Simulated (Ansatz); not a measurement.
Take MgS in the rock salt structure (space group Fm-3m, No. 225; a = 5.1820 Å) as the base.

Method: PBEsol (Ansatz, a program for electronic structure), no SOC.

Carriers are added at fixed cell with a uniform background; the Fermi–Dirac width is that of 300 K.

One change was made to it. Results:

| quantity | base | after |
|---|---|---|
| Fermi level relative to the doped band's edge (positive inside the band; to 0.05 eV) | – | +0.15 eV |
| gap character | indirect, Γ → X | indirect, Γ → X |

Problem. Which change produced these results?
A) electrons 1.5×10^21 cm⁻³
B) holes 1.5×10^21 cm⁻³
C) electrons 2.0×10^21 cm⁻³

Solution. B, holes 1.5×10^21 cm⁻³. For comparison, the Fermi level from band edge in the other runs: electrons 2.0×10^21 cm⁻³ gives +0.65 eV; electrons 1.5×10^21 cm⁻³ gives +0.55 eV.

Charged cell with a jellium background: band edges are those of the host's band count, energies are not comparable with the neutral cell, and many-body gap narrowing is missing. Stability against distortions was not tested.
